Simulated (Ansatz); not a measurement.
An Ansatz (a program for electronic structure) run: Bi2Pt; Kohn–Sham DFT with the PBEsol functional, run in Ansatz with PAW and 420 eV plane waves, no spin-orbit coupling.

Input:

Ansatz 0.2 input:
```yaml
crystal:
  lattice:
    - [6.7214543607, 0, 0]
    - [0, 6.7214543607, 0]
    - [0, 0, 6.7214543607]
  atoms:
    - { symbol: Bi, position: [0.3701004167, 0.3701004167, 0.3701004167] }
    - { symbol: Bi, position: [0.6298995833, 0.6298995833, 0.6298995833] }
    - { symbol: Bi, position: [0.1298995833, 0.6298995833, 0.8701004167] }
    - { symbol: Bi, position: [0.8701004167, 0.3701004167, 0.1298995833] }
    - { symbol: Bi, position: [0.8701004167, 0.1298995833, 0.6298995833] }
    - { symbol: Bi, position: [0.1298995833, 0.8701004167, 0.3701004167] }
    - { symbol: Bi, position: [0.6298995833, 0.8701004167, 0.1298995833] }
    - { symbol: Bi, position: [0.3701004167, 0.1298995833, 0.8701004167] }
    - { symbol: Pt, position: [0, 0, 0] }
    - { symbol: Pt, position: [0.5, 0, 0.5] }
    - { symbol: Pt, position: [0.5, 0.5, 0] }
    - { symbol: Pt, position: [0, 0.5, 0.5] }
basis: { ecutwfc: 420, ecutrho_ratio: 4, xc_grid: 2, fft_grid_basis: typed }
kpoints: { mp_grid: { grid: [6, 6, 6] } }
hamiltonian:
  xc: pbesol
  dispersion: none
  pseudopotentials: { kind: paw }
scf: { occupations: { method: fermi_dirac, width: 0.05 }, convergence: { dr2_threshold: 0.0000000012 } }
output: { forces: true, stress: true }
```

Output:

```
WARN ansatz: RAYON_NUM_THREADS=4 ignored (pool sized by the plan → 4); use --threads N
Pseudopotentials: kind: paw
Pseudopotential: Bi, paw, valence charge 15
Pseudopotential: Pt, paw, valence charge 18
Functional definition: PBEsol
Crystal: 12 atoms, lattice volume = 303.662 Å³
Basis set: ecut = 420 eV, 6031 PW (Γ), exchange–correlation on 90×90×90 points (8 copies of the dense FFT grid, shifted against one another)
Bands: 108, of which v1, the nominal top of the filled ones, is band 96 counted from 1 (95 counted from 0)
Symmetry: 24 space group operations
Space group: Pa-3 (ITA 205), of the structure as read, at distance tolerance 6.7e-5 Å
k-points: 24 of 216
PAW frozen core: Bi, regenerated for the run's functional, and the local potential with it
PAW frozen core: Pt, regenerated for the run's functional, and the local potential with it
Initial density: superposition of atomic densities (neutral atoms: chi_scale 0, normalization atom), corrected by the library's trained network
Initial wavefunctions: pseudopotential atomic-orbital guess
Eigensolver: davidson
Functional: x = pbesol(κ = 0.804, μ = 0.12345679012345678), c = pbesol(β = 0.046)
SCF iter   1: F=—  HF=-147474.247942 eV  |F-HF|=—  |Δ(HF+E_count)|=         —  Δρ=5.33e-3  dr2=1.39e-1  ethr=1.77e-3  ⟨swp⟩=5.8  Hψ=9524  notcnv=0  defer=7
all-band conjugate gradients solve this SCF's bands
preconditioner: auto → Kerker (q_TF=auto, 2.528 Å⁻¹)
SCF iter   2: F=—  HF=-147474.225793 eV  |F-HF|=—  |Δ(HF+E_count)|=   2.21e-2  Δρ=1.27e-3  dr2=2.49e-3  ethr=7.26e-5  ⟨swp⟩=2.0  Hψ=3813  notcnv=0  defer=68
SCF iter   3: F=—  HF=-147474.226189 eV  |F-HF|=—  |Δ(HF+E_count)|=   3.97e-4  Δρ=7.20e-4  dr2=8.25e-4  ethr=1.30e-6  ⟨swp⟩=3.0  Hψ=5163  notcnv=0  defer=68
SCF iter   4: F=—  HF=-147474.226227 eV  |F-HF|=—  |Δ(HF+E_count)|=   3.77e-5  Δρ=2.86e-4  dr2=1.67e-4  ethr=4.30e-7  ⟨swp⟩=2.0  Hψ=4737  notcnv=0  defer=68
SCF iter   5: F=—  HF=-147474.226221 eV  |F-HF|=—  |Δ(HF+E_count)|=   6.03e-6  Δρ=5.97e-5  dr2=1.33e-5  ethr=8.71e-8  ⟨swp⟩=3.0  Hψ=4960  notcnv=0  defer=68
SCF iter   6: F=—  HF=-147474.226032 eV  |F-HF|=—  |Δ(HF+E_count)|=   1.89e-4  Δρ=1.14e-5  dr2=3.95e-7  ethr=6.93e-9  ⟨swp⟩=2.0  Hψ=3488  notcnv=0  defer=68
SCF iter   7: F=—  HF=-147474.226032 eV  |F-HF|=—  |Δ(HF+E_count)|=   6.26e-9  Δρ=1.67e-6  dr2=9.58e-9  ethr=2.06e-10  ⟨swp⟩=3.0  Hψ=4829  notcnv=0  defer=68
SCF iter   8: F=-147474.226032 eV  HF=-147474.226032 eV  |F-HF|=1.46e-10  |Δ(HF+E_count)|=   1.05e-9  Δρ=2.69e-7  dr2=2.88e-10  ethr=1.00e-12  ⟨swp⟩=5.0  Hψ=10147  notcnv=0
SCF 1 converged in 8 iterations: F = -147474.226032 eV  dr2 = 2.88e-10
SCF converged after 8 iterations
Free energy (F): -147474.226032 eV
Harris-Foulkes:  -147474.226032 eV  (|F-HF|=1.46e-10)
Internal energy: -147474.199578 eV  (E = F + TS)
E sigma→0 (E₀):  -147474.212805 eV
Entropy (-TS):   -0.026454 eV (-2.204 meV/atom)
Fermi energy:    13.847117 eV
--- Per-component energies (eV) ---
  E_band       = -1572.110580
  E_kinetic    = 4985.499648
  E_local      = -19946.612097  (includes V_loc(G=0)·N_el)
  E_nonlocal   = 5311.473863
  E_hartree    = 6959.802013
  E_xc         = -2243.025518
  E_vxc        = -2363.383503  (∫ρ·V_xc dr)
  E_paw        = -121353.238907  (= ΣΔE_a)
  E_vpaw       = -3478.691637  (= ΣTr[D̂ρ^β])
  E_aug_tail   = -0.002926  (compensation charges beyond the density's cutoff)
  E_ewald      = -21189.961597
  E_core_change = 1.865943  (= ΣΔE_core)
  E_smearing   = -0.026454  (= −TS)
  E_closure    = 0.000000  (closes the sum)
  Σ components = -147474.226032   (vs F -147474.226032, Δ=0.00e0)
  [band-id]    e_kinetic+e_local+e_nonlocal+2·e_hartree+e_vxc+e_vpaw+e_augmentation_tail = -1572.112626   (vs E_band -1572.110580, Δ=-2.05e-3)
--- Forces (eV/Å), atoms counted from 1 ---
  atom   1  Bi     0.00023112     0.00023112     0.00023112
  atom   2  Bi    -0.00023112    -0.00023112    -0.00023112
  atom   3  Bi    -0.00023112    -0.00023112     0.00023112
  atom   4  Bi     0.00023112     0.00023112    -0.00023112
  atom   5  Bi     0.00023112    -0.00023112    -0.00023112
  atom   6  Bi    -0.00023112     0.00023112     0.00023112
  atom   7  Bi    -0.00023112     0.00023112    -0.00023112
  atom   8  Bi     0.00023112    -0.00023112     0.00023112
  atom   9  Pt     0.00000000    -0.00000000    -0.00000000
  atom  10  Pt     0.00000000    -0.00000000     0.00000000
  atom  11  Pt     0.00000000    -0.00000000    -0.00000000
  atom  12  Pt     0.00000000     0.00000000    -0.00000000
  max |Σ_I F_I| component: 1.85e-17 eV/Å
--- Stress (GPa, compression-positive) ---
       -0.003360      -0.000000       0.000000
       -0.000000      -0.003360       0.000000
        0.000000       0.000000      -0.003360
  P = ⅓ Tr σ = -0.0034 GPa (-0.034 kbar)
  The stress holds the Pulay correction. Without it, at fixed plane waves, as pw.x and ABINIT print it: P = -0.0464 GPa
  The stress includes an estimate of the error left by incomplete SCF convergence (largest component 0.0002 GPa).
--- Band table ---
  band table: none
```

No phonon test of stability was made. The final runs are not spin-polarised. The cell is Bi2Pt (space group Pa-3, No. 205).
